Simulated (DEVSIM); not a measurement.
System: Schottky contact on n-type Si, at 250 K.

Layer 1 from the left is Si, thickness (μm) 8.00, Nd (cm⁻³) 5.2e15, τn (s) 2.4e-7, τp (s) 2.4e-7.

Left contact: Schottky, work function 4.9 eV, emission velocity 1.8e6 cm/s. Right contact: ohmic. Voltage is applied to the left contact. Recombination: SRH at mid-gap, Auger. Mobility is μmin + (μ − μmin)/(1 + (N/Nref)^α).

The device is made up for the run: typed textbook-type constants, with dimensions and the other settings drawn at random. Values at 300 K; Nc and Nv go as T^1.5, mobilities as T to minus their exponent, the gap by Varshni's rule with the affinity fixed.

Si: gap (eV) 1.124, affinity (eV) 4.05, permittivity 11.7, Nc (cm⁻³) 2.86e19, Nv (cm⁻³) 3.1e19, μn (cm²/Vs) 1417, μp (cm²/Vs) 470, μn,min 52, μp,min 45, Nref,n 9.7e16, Nref,p 2.2e17, αn 0.68, αp 0.72, T exponent of μn 2.3, T exponent of μp 2.2, Cn (cm⁶/s) 2.8e-31, Cp (cm⁶/s) 9.9e-32, Varshni α (eV/K) 0.000473, Varshni β (K) 636.

DEVSIM, 1D drift-diffusion, Boltzmann statistics, complete ionisation; no tunnelling, impact ionisation, image-force lowering or self-heating. Metal contacts follow the ideal Schottky-Mott rule: no Fermi-level pinning, no interface dipoles.

Dark forward current:

```csv
|V| (V),|J| (A/cm²)
0.05,5.969e-10
0.10,5.339e-9
0.15,4.958e-8
0.20,4.863e-7
0.25,4.881e-6
0.30,4.937e-5
0.35,0.0005004
0.40,0.005070
0.45,0.05124
0.50,0.5112
0.55,4.650
0.60,27.27
0.65,79.83
0.70,151.4
0.75,232.3
0.80,318.3
0.85,407.5
0.90,498.8
0.95,591.6
1.00,685.5
1.05,780.3
1.10,875.8
1.15,971.9
1.20,1068
1.25,1165
1.30,1262
```

Q: Work out the local ideality factor n = ΔV / (kT/q · ln(J2/J1)) between the rows 0.10 and 0.15 V, 0.30 and 0.35 V, 1.25 and 1.30 V.

A: kT/q = 21.54 mV. From 0.10 to 0.15 V: ln(4.958e-8/5.339e-9) = 2.229, n = 1.04, near the 1 of diffusion or emission over a barrier. From 0.30 to 0.35 V: ln(0.0005004/4.937e-5) = 2.316, n = 1.00, near the 1 of diffusion or emission over a barrier. From 1.25 to 1.30 V: ln(1262/1165) = 0.080, n = 29.02; the layers' resistance at their doping, Σ W/(qμN) = 0.00050 Ω cm², would take 49 mV of this step of 50 mV.

Q: Estimate the current at 0.30 V for emission alone, J0 = q v N_band exp(−φB/kT), and read the barrier back from the simulated current.

A: φB = 0.850 eV, N_band = 2.18e19 cm⁻³, J0 = 4.57e-11 A/cm²; J = J0 (exp(qV/kT) − 1) = 5.11e-5 A/cm². The simulation gives 4.94e-5 A/cm²; the estimate lies 3.5 % above. Read backwards, the simulated current gives an apparent barrier of 0.851 eV. The estimate leaves out transport through the depletion region and minority injection.
